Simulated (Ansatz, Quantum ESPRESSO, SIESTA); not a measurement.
## One structure in several programs: CaTcO3 (Cm, 5 atoms in the cell)

Self-consistent single point.

```yaml
crystal:
  lattice:
    - [2.78752, -2.78146, 0.00000]
    - [2.78752, 2.78146, 0.00000]
    - [-0.01343, 0.00000, 3.93869]
  atoms:
    - { symbol: Ca, position: [0.99508, 0.99508, 0.00165] }
    - { symbol: Tc, position: [0.49821, 0.49821, 0.51320] }
    - { symbol: O, position: [0.99839, 0.49705, 0.51659] }
    - { symbol: O, position: [0.49705, 0.99839, 0.51659] }
    - { symbol: O, position: [0.50077, 0.50077, 0.01371] }
```

Shared settings, as Ansatz (a first-principles code) writes them: kpoints.mp_grid.grid = 7 7 7; scf.occupations.method = gaussian; scf.occupations.width = 0.136 eV. Potentials and cutoffs stand in the table.

| code | model | pressure (GPa) | largest force (eV/Å) | cutoff |
|---|---|---|---|---|
| Quantum ESPRESSO | LDA (PZ), GBRV 1.5 ultrasoft (LDA) pseudopotentials | -14.21 | 0.075 | 40 Ry |
| Ansatz | LDA (PW92), PAW files | -14.57 | 0.077 | 500 eV |
| SIESTA | LDA PW92, numerical atomic orbitals TZP, PseudoDojo LDA standard norm-conserving potentials (rewritten from UPF to PSML) | -9.38 | 0.039 | grid 400 Ry |

Size of the force on each atom (eV/Å): Sizes of forces hide their directions.

```
code                Ca1    Tc2     O3     O4     O5
----------------  -----  -----  -----  -----  -----
Quantum ESPRESSO  0.075  0.032  0.030  0.030  0.025
Ansatz            0.077  0.032  0.030  0.030  0.026
SIESTA            0.039  0.013  0.027  0.027  0.029
```

On Ansatz's run: spin polarisation is off; with an odd number of electrons in the cell that forces a metal, and a magnetic state may lie lower.

The spread over the programs that give each value: pressure within 5.19 GPa; largest force within 0.038 eV/Å.

SIESTA uses small atom-centred bases, whose incompleteness enters pressures, forces and empty levels differently from a plane-wave cutoff. Ansatz's pressure is given at a fixed set of plane waves, as the other plane-wave codes print theirs; with its correction for the finite basis it is -14.53 GPa. The same LDA comes in different parametrisations, which differ slightly. In the pressure, SIESTA (by 5.01) lies more than 1 GPa from the median of the plane-wave programs. In the force vectors, SIESTA (by 0.115) lies more than 0.08 eV/Å from the median of the plane-wave programs.

On the base mesh (6 6 6) the same programs gave: Ansatz pressure -14.19 GPa; Quantum ESPRESSO pressure -13.83 GPa; SIESTA pressure -9.09 GPa.

The values differ from the base mesh's, so the mesh still matters here: the table compares the programs at equal settings.

The starting cell comes from a database of computed structures (which also holds hypothetical and non-ambient phases and stackings), without a prior relaxation at this level.

Keys are those of Ansatz 0.2.
